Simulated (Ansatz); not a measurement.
# BN: pressure 15 GPa

Base system: BN in the wurtzite structure (space group P6_3mc, No. 186; a = 2.555 Å, c = 4.225 Å).

Modification: a hydrostatic pressure of 15 GPa.

All numbers come from Kohn–Sham DFT with the PBE functional, run in Ansatz (an electronic-structure program) with PAW and 420 eV plane waves, no spin-orbit coupling. Settings: 15×15×8 k-points, 0.05 eV Fermi–Dirac smearing.

- Density = 3.58 g/cm³ (base 3.45 g/cm³)
- c/a ratio = 1.654 (base 1.654)
- Shortest interatomic distance = 1.548 Å (base 1.567 Å)
- Enthalpy H = E + PV relative to the base's energy = +0.55 eV/atom
- Band gap = 5.15 eV (base 5.23 eV)
- Gap character = indirect, Γ → K (base indirect, Γ → K)
- Smallest direct gap = 8.41 eV (base 8.23 eV)
- Mean gap deformation potential ΔEg/Δln V = +2.1 eV
- Width of the top valence band = 5.57 eV (base 5.37 eV)
- Electron mass = 0.30 mₑ along c, 0.50 mₑ across (at K) (base 0.31 mₑ along c, 0.51 mₑ across (at K))
- Valence-band top at Γ (three highest levels, from the VBM) = 0.00, 0.00, -0.29 eV (base 0.00, 0.00, -0.26 eV)

Final structure:

```
BN
1.0
    2.52243     0.00000     0.00000
   -1.26122     2.18449     0.00000
    0.00000     0.00000     4.17252
B N
2 2
Direct
  0.66667   0.33333   0.99977
  0.33333   0.66667   0.49977
  0.66667   0.33333   0.62543
  0.33333   0.66667   0.12543
```

Load acts through the strain it causes; cell and atoms are relaxed under it. Masses are band curvatures over ±0.01 Å⁻¹ around the edge. Whether these cells are dynamically stable was not tested. No other phases were tried under pressure.
